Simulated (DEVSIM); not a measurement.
# abrupt In0.53Ga0.47As n-p junction

System: abrupt In0.53Ga0.47As n-p junction, at 400 K.

```csv
layer (left to right),material,thickness (μm),Nd (cm⁻³),Na (cm⁻³),τn (s),τp (s)
1,In0.53Ga0.47As,6.00,1.6e17,-,3.9e-10,3.9e-10
2,In0.53Ga0.47As,82.0,-,8.4e14,3.9e-10,3.9e-10
```

Left contact: ohmic. Right contact: ohmic. Voltage is applied to the left contact. Recombination: SRH at mid-gap, Auger. Mobility is μmin + (μ − μmin)/(1 + (N/Nref)^α).

This is a model device: material constants are rounded textbook-type values typed into the input, and sizes, dopings and lifetimes were drawn at random. Values at 300 K; Nc and Nv go as T^1.5, mobilities as T to minus their exponent, the gap by Varshni's rule with the affinity fixed.

```csv
parameter,In0.53Ga0.47As
gap (eV),0.74
affinity (eV),4.51
permittivity,13.9
Nc (cm⁻³),2.1e17
Nv (cm⁻³),7.7e18
μn (cm²/Vs),12000
μp (cm²/Vs),300
"μn,min",300
"μp,min",10
"Nref,n",1.3e17
"Nref,p",4.9e17
αn,0.48
αp,0.4
T exponent of μn,1.6
T exponent of μp,1.6
Cn (cm⁶/s),5e-29
Cp (cm⁶/s),5e-29
Varshni α (eV/K),0.00035
Varshni β (K),190
```

Model (solved in DEVSIM): 1D drift-diffusion, Boltzmann statistics, complete ionisation; no tunnelling, impact ionisation, image-force lowering or self-heating.

```yaml
potential_step_across_the_device_at_zero_bias: 0.356 V
largest_field_in_the_device_at_zero_bias: 24000 V/cm
Dark forward voltage at 1 A/cm²: 0.291 V
```

Dark reverse current:

```
V (V)  J (A/cm²)
-----  ---------
0.20        0.63
0.50         1.3
1.00         1.9
1.50         2.3
2.00         2.7
3.00         3.4
4.00         3.9
5.00         4.4
6.50         5.0
8.00         5.6
10.00        6.3
```

Dark forward current:

(V (V), J (A/cm²)): (-0.05, -0.17); (-0.10, -0.34); (-0.15, -0.51); (-0.25, -0.86); (-0.30, -1.0); (-0.35, -1.2); (-0.40, -1.4); (-0.45, -1.6); (-0.55, -1.9); (-0.60, -2.1); (-0.65, -2.3); (-0.70, -2.5); (-0.80, -2.9); (-0.85, -3.0); (-0.90, -3.2); (-0.95, -3.4); (-1.00, -3.6); (-1.10, -4.0); (-1.15, -4.2); (-1.20, -4.4)
